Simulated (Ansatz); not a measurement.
## What Mo → Rh does to Mo

Base system: Mo in the bcc (W type) structure (space group Im-3m, No. 229; a = 3.151 Å).

Perturbation: every Mo is replaced by Rh; the structure is relaxed again.

Method: r2SCAN in Ansatz (plane waves to 500 eV, PAW, no SOC). k-mesh 21×21×21 (Γ-centred); smearing 0.05 eV (Fermi–Dirac).

The density grows by 1.92 g/cm³ (10.19 g/cm³ → 12.11 g/cm³) and the lattice parameter a decreases by 0.1061 Å to 3.044 Å. The space group remains Im-3m (No. 229) and the shortest interatomic distance decreases by 0.092 Å, from 2.729 Å to 2.637 Å. The band gap remains zero.

No phonon test of stability was made. For Rh in this form, whether it has been made was not checked. The final runs are not spin-polarised. Rh has a high density of states at the Fermi level and may be magnetic at this level. This is not the structure that Rh has at room temperature and ambient pressure.

Ansatz is a first-principles code.
